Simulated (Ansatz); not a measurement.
## The (310) surface of fcc Pt in its 1x1 cell, outermost plane spacing 0.63 Å in the ideal cut

Calculation: r2SCAN, at the PBE geometry (plane waves to 500 eV, PAW; Ansatz, a program for electronic structure).

Slab: 17 atoms, 10.0 Å thick at the start (thin: gaps and levels are the slab's own); k 10x6x1, smearing 0.1 eV, dipole-corrected; single point; on the structure that PBE left under its start's symmetry; no spin, no spin-orbit, no U.

```yaml
surface energy (mean of both faces): 133 meV/Å^2
work_function_of_the_top_face: 5.50 eV
cost: about 8 core-minutes (a rough figure)
```
